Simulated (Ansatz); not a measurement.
The starting structures come from a database of crystals and need not be the phases stable at ambient conditions.

## Evanescent states of CdI$_{2}$ (P-3m1, CdI2 type, not sure to be the ambient phase, 3 atoms a cell, 35.5 Å³ an atom) along the normal of (001)

Method: PBEsol (plane waves, PAW; Ansatz, a first-principles code).

The gap is the functional's own. No spin-orbit coupling. Mid-gap values are interpolated on the energy grid.

Energies count from the valence-band top; κ is the least over a 12×12 mesh across the current.

```csv
E (eV),κ (1/Å),where
0.06,0.096,Γ
0.18,0.118,Γ
0.30,0.134,Γ
0.42,0.146,Γ
0.54,0.155,Γ
0.66,0.163,Γ
0.78,0.168,Γ
0.90,0.172,Γ
1.02,0.174,Γ
1.14,0.174,Γ
1.26,0.173,Γ
1.38,0.170,Γ
1.50,0.165,Γ
1.62,0.159,Γ
1.74,0.150,Γ
1.86,0.138,Γ
1.98,0.123,Γ
2.10,0.101,Γ
2.22,0.032,off Γ
```

Task: How thick must the barrier be to attenuate the transmission by 10^8 when the electrodes' Fermi level lies at 0.42 eV, and what attenuation does that film give at 1.38 eV?

Result: d = 8 ln 10 / (2 × 0.146) = 63.1 Å. At 1.38 eV it gives 8 × 0.170/0.146 = 9.3 decades.
